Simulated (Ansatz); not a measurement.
## A computed series for Pd: response to strain

The parent structure is Pd in the fcc (Cu type) structure (space group Fm-3m, No. 225; a = 3.841 Å; relaxed with 0.1 eV smearing). Axes: x, y, z lie along the cube axes.

Strains are applied to the cell and any free atomic positions relax; under biaxial strain the out-of-plane vector relaxes too.

The values are results of Ansatz (an electronic-structure program), LDA, PAW, cutoff 420 eV, no spin-orbit coupling, not measurements.

Notes on the quantities. energy relative to the base: free energy F; in-plane stress: mean in-plane stress (compression positive).

```csv
change,energy relative to the base,in-plane stress,ratio −ε⊥/ε∥,shortest interatomic distance
base,0 meV/atom,–,–,2.716 Å
"biaxial strain −3.00 %, plane normal [001], relaxed out of plane",+17 meV/atom,+7.0 GPa,1.47,2.635 Å
"biaxial strain −2.50 %, plane normal [001], relaxed out of plane",(withheld),+5.6 GPa,1.47,2.648 Å
"biaxial strain −2.00 %, plane normal [001], relaxed out of plane",+7.2 meV/atom,+4.3 GPa,1.47,2.662 Å
"biaxial strain −1.00 %, plane normal [001], relaxed out of plane",+1.7 meV/atom,+2.0 GPa,1.47,2.689 Å
"biaxial strain −0.50 %, plane normal [001], relaxed out of plane",+0.4 meV/atom,+0.9 GPa,–,2.703 Å
"biaxial strain +0.50 %, plane normal [001], relaxed out of plane",+0.4 meV/atom,(withheld),–,2.713 Å
"biaxial strain +2.00 %, plane normal [001], relaxed out of plane",+5.5 meV/atom,-2.9 GPa,(withheld),2.704 Å
"biaxial strain +2.50 %, plane normal [001], relaxed out of plane",+8.2 meV/atom,-3.4 GPa,1.50,2.701 Å
"biaxial strain +3.00 %, plane normal [001], relaxed out of plane",(withheld),-3.8 GPa,1.50,2.698 Å
```

Problem. Fill in the withheld entries from the trend.

Solution. 
- biaxial strain −2.50 %, plane normal [001], relaxed out of plane, energy relative to the base: +12 meV/atom
- biaxial strain +0.50 %, plane normal [001], relaxed out of plane, in-plane stress: -0.8 GPa
- biaxial strain +2.00 %, plane normal [001], relaxed out of plane, ratio −ε⊥/ε∥: 1.49
- biaxial strain +3.00 %, plane normal [001], relaxed out of plane, energy relative to the base: +11 meV/atom

Stability against distortions was not tested. All final runs are without spin polarisation.
